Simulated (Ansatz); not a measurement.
The parent structure is a 16-atom supercell of InSe in the beta-GaS type structure (space group P6_3/mmc, No. 194; a = 3.9529 Å, c = 16.3090 Å; layered, stacked along the Cartesian z axis) at its relaxed geometry.

Method: Ansatz (a program for electronic structure) PBEsol-D3(BJ), without spin-orbit coupling, earlier PAW set.

For the base:

```
Item       Result
--------  -------
Pressure  0.0 GPa
```

It is then changed as follows: a neutral Se on a In site (antisite), atoms relaxed at fixed cell, starting from a slightly rattled geometry.

Tabulated Pauling electronegativity and covalent radius: In 1.78, 1.42 Å; Se 2.55, 1.20 Å.

Question: What happens to the largest displacement of a host atom from its site in the perfect cell?

Answer: The largest displacement of a host atom from its site in the perfect cell is 1.07 Å.

Question: How does this affect the shift of the substituted atom off its lattice site?

Answer: The shift of the substituted atom off its lattice site comes out as 0.61 Å.

Question: What does the calculation give for the pressure after the change?

Answer: The pressure is nearly the same (0.0 GPa against -0.1 GPa).

The magnetic state is the one reached from the starting moments; the real material's order can differ, and small cells can't hold many antiferromagnetic ones. In so small a cell the defect repeats every few ångströms: this is an ordered compound, not a dilute defect. A case with no gap was solved on a k-mesh chosen for an insulator, which is coarse for it. Seeded moments were not kept for Se on a In site (antisite). The defect cell is spin-polarised and ends with 0.0 μB.
